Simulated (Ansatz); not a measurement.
## MgF2, pressure series

Base system: MgF$_{2}$ in the rutile structure (space group P4_2/mnm, No. 136).

```yaml
crystal:
  lattice:
    - [4.69945, 0.00000, 0.00000]
    - [0.00000, 4.69945, 0.00000]
    - [0.00000, 0.00000, 3.09382]
  atoms:
    - { symbol: Mg, position: [0.50000, 0.50000, 0.50000] }
    - { symbol: Mg, position: [0.00000, 0.00000, 0.00000] }
    - { symbol: F, position: [0.69642, 0.69642, 0.00000] }
    - { symbol: F, position: [0.30358, 0.30358, 0.00000] }
    - { symbol: F, position: [0.80358, 0.19642, 0.50000] }
    - { symbol: F, position: [0.19642, 0.80358, 0.50000] }
```

Cell and atoms are relaxed at each pressure.

Calculations: Kohn–Sham DFT with the PBE functional, run in Ansatz (an electronic-structure program) with PAW and 420 eV plane waves, spin-orbit coupling left out, earlier PAW set.

| pressure (GPa) | band gap (eV) |
|---|---|
| -2 | 6.68 |
| -1 | 6.76 |
| 0 | 6.83 |
| 3 | 7.03 |
| 7 | ? |
| 15 | 7.69 |

**Question.** Fit E_g = E₀ + αP + βP² to the rows shown and predict the withheld row.

**Answer.** Least squares on the printed values gives E₀ = 6.83 eV, α = 70.5 meV/GPa, β = -0.87 meV/GPa² (largest residual 0.00 eV); this predicts 7.28 eV, and the run gives 7.27 eV, in agreement.

Load acts through the strain it causes; cell and atoms are relaxed under it. Stability against distortions was not tested. No other phases were tried under pressure.
